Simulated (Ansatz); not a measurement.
## Ga2O3, response to strain

Take Ga2O3 in the corundum structure (space group R-3c, No. 167; a = 4.985 Å, c = 13.441 Å (hexagonal axes)) as the base. Axes: x lies along a and z along c of the hexagonal cell.

Strains are applied to the cell and any free atomic positions relax; under stress the whole cell relaxes.

Level of theory: r2SCAN/PAW in Ansatz (a program for electronic structure), scalar-relativistic without spin-orbit coupling, earlier PAW set.

Candidates:
(a) strain tensor (xx, yy, zz, yz, xz, xy) = (−0.99, +0.22, −2.63, −0.15, +0.14, +0.08) %
(b) uniaxial stress, 2 GPa tension along x
(c) isotropic strain −1.21 %

Base values:

```
Item        Value
--------  -------
Band gap  3.57 eV
```

Task: Order them by band gap, highest first.

Result: (c) isotropic strain −1.21 % (3.98 eV), (a) strain tensor (xx, yy, zz, yz, xz, xy) = (−0.99, +0.22, −2.63, −0.15, +0.14, +0.08) % (3.91 eV), (b) uniaxial stress, 2 GPa tension along x (3.52 eV)

Beyond what the load breaks, stability against distortions was not tested.
